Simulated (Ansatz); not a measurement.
Given:

```
PbF2
1.0
    0.00000     2.94930     2.94930
    2.94930     0.00000     2.94930
    2.94930     2.94930     0.00000
Pb F
1 2
Direct
  0.00000   0.00000   0.00000
  0.75000   0.75000   0.75000
  0.25000   0.25000   0.25000
```

Computed with PBEsol with spin-orbit coupling, rigid bands (plane waves, PAW; Ansatz, a first-principles code). Condition of this run: spin-orbit coupling switched on. Cell: cell and atoms relaxed with PBEsol.

### Question
What conductivity effective mass do dilute holes have at 300 K?

### Answer
4.6 mₑ.

### Question
What conductivity effective mass do dilute electrons have at 300 K?

### Answer
0.78 mₑ.

### Question
And the band gap?

### Answer
3.94 eV at this level; semilocal functionals usually fall short of the measured gap.

Rigid bands, one relaxation time for all states, no polarons.

Formula and space group known from diffraction (Crystallography Open Database), not checked to be the room-temperature form: PbF2 (Fm-3m).
